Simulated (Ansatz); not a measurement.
Results of PBEsol (Ansatz, a first-principles code, plane waves, PAW) for cubic perovskite KZnF3.

Run with plane-wave cutoff 520 eV, 8×8×8 k mesh, Fermi–Dirac smearing 0.01 eV, scalar-relativistic PAW data made under PBE.

Equation-of-state points:

| V (Å³/atom) | E − E_lowest (meV/atom) |
|---|---|
| 12.509 | 13.42 |
| 12.776 | 5.73 |
| 13.042 | 1.38 |
| 13.308 | 0.00 |
| 13.574 | 1.28 |
| 13.840 | 4.92 |
| 14.106 | 10.67 |

Estimate the bulk modulus and its pressure derivative from these points.

V0 = 13.308 Å³/atom, B0 = 79.8 GPa, B′ = 4.7 (fit to the energies at full precision).

Measured, for comparison: bulk modulus 80 GPa (temperature not stated, not corrected to a static lattice, (C11+2C12)/3; as tabulated in Vaitheeswaran et al. (2016), arXiv:1609.00541); equilibrium volume per atom 13.34 Å³/atom (room temperature, not corrected to a static lattice; as tabulated in Dubrovin et al. (2021), arXiv:2110.13026). Computed (rounded) less measured: bulk modulus -0.3 %, equilibrium volume per atom -0.2 %.

Static lattice: no zero-point or thermal effects.

Computing time: around 40 core-seconds (rough).
